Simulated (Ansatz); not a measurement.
1T (CdI2-type) CaI₂ was calculated with PBEsol (Ansatz, a program for electronic structure, plane waves, PAW).

Rigid layers of the crystal as relaxed at this level are moved apart or together:

```json
[
 {"run": "1", "k mesh": "12×12×6", "layer repeat (Å)": "6.66", "energy against free layers (meV/Å²)": "-0.28", "gap on the mesh (eV)": "3.124"},
 {"run": "2", "k mesh": "12×12×6", "layer repeat (Å)": "6.81", "energy against free layers (meV/Å²)": "-1.10", "gap on the mesh (eV)": "3.263"},
 {"run": "3", "k mesh": "12×12×6", "layer repeat (Å)": "6.96", "energy against free layers (meV/Å²)": "-1.45", "gap on the mesh (eV)": "3.390"},
 {"run": "4", "k mesh": "12×12×6", "layer repeat (Å)": "7.16", "energy against free layers (meV/Å²)": "-1.52", "gap on the mesh (eV)": "3.537"},
 {"run": "5", "k mesh": "12×12×6", "layer repeat (Å)": "7.46", "energy against free layers (meV/Å²)": "-1.24", "gap on the mesh (eV)": "3.690"},
 {"run": "6", "k mesh": "12×12×4", "layer repeat (Å)": "7.96", "energy against free layers (meV/Å²)": "-0.67", "gap on the mesh (eV)": "3.729"},
 {"run": "7", "k mesh": "12×12×4", "layer repeat (Å)": "8.96", "energy against free layers (meV/Å²)": "-0.18", "gap on the mesh (eV)": "3.740"},
 {"run": "8", "k mesh": "12×12×4", "layer repeat (Å)": "10.96", "energy against free layers (meV/Å²)": "-0.01", "gap on the mesh (eV)": "3.745"}
]
```

The lowest energy of these points lies at a layer repeat of 7.16 Å.

Spin–orbit coupling is not included.

Note: the cell comes from a level without a dispersion term, which matters for the spacing of layers, chains or molecules.
